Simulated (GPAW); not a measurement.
Band structure of Ba (Im-3m, 1 atom in the cell).

```yaml
crystal:
  lattice:
    - [-2.51502, 2.51502, 2.51502]
    - [2.51502, -2.51502, 2.51502]
    - [2.51502, 2.51502, -2.51502]
  atoms:
    - { symbol: Ba, position: [0.00000, 0.00000, 0.00000] }
```

Method of the run: PBE, GPAW PAW datasets PBE (gpaw-data 1.0.1) (plane waves; GPAW).

Settings: mode = pw; ecut = 550 eV; xc = PBE; kpts = 12 12 12; mesh shift (steps) = 0 0 0; occupations.name = methfessel-paxton; occupations.width = 0.1 eV; occupations.order = 0; nbands = -7; convergence.density = 1e-05 e/electron; symmetry.symmorphic = false; symmetry.tolerance = 0.0005; maxiter = 120; bandpath_npoints = 40.

The starting cell has typed, rounded lattice constants, without a prior relaxation at this level. Its lattice was rescaled by a random factor within 2.5 % of one.

Levels in eV from the Fermi level, bands 2 to 9:
```csv
point,2,3,4,5,6,7,8,9
Γ,-13.86,-13.86,-13.86,-2.73,1.82,1.82,1.82,3.21
H,-14.17,-14.17,-14.17,-0.53,-0.53,4.28,4.28,4.28
N,-14.30,-14.00,-13.86,-0.88,0.70,1.22,3.18,3.75
P,-14.08,-14.08,-14.08,0.52,0.52,0.52,3.73,3.85
```

Bands cross the Fermi level along this path, so the cell is metallic at this level.
